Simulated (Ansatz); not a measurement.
An Ansatz (a program for electronic structure) input (DFT with LDA, PAW potentials and a 420 eV plane-wave cutoff in Ansatz, spin-orbit coupling left out):

Ansatz 0.2 input:
```yaml
crystal:
  lattice:
    - [3.1328769014, 0, 0]
    - [-1.5664384507, 2.7295281525, 0]
    - [0, 0, 5.1383419274]
  atoms:
    - { symbol: Ga, position: [0.3333333333, 0.6666666667, 0.0002953559] }
    - { symbol: Ga, position: [0.6666666667, 0.3333333333, 0.5002953559] }
    - { symbol: N, position: [0.3333333333, 0.6666666667, 0.3767046441] }
    - { symbol: N, position: [0.6666666667, 0.3333333333, 0.8767046441] }
basis: { ecutwfc: 420, ecutrho_ratio: 4, xc_grid: 2, fft_grid_basis: typed }
kpoints: { mp_grid: { grid: [12, 12, 7] } }
hamiltonian:
  xc: lda
  dispersion: none
  pseudopotentials: { kind: paw }
scf: { occupations: { method: fermi_dirac, width: 0.05 }, convergence: { dr2_threshold: 0.0000000004 } }
relax: { f_tol: 0.005, max_steps: 50 }
output: { forces: true, stress: true }
checkpoint: { write: state.ck, write_every: 1000 }
```

Question: Which symmetry and how many k-points will the program report, and about how many plane waves at Γ?

Answer: Space group Cmc21 (ITA 36) with 4 operations, k-points 172 of 1008, and 845 plane waves at Γ.

Question: And the final pressure?

Answer: 1.23 GPa (compression positive).

The cells carry an imposed strain or load. Stability against distortions was not tested. The cell was made from GaN in the wurtzite structure (space group P6_3mc, No. 186) by this change: uniaxial strain ε_xx = −0.60 %.
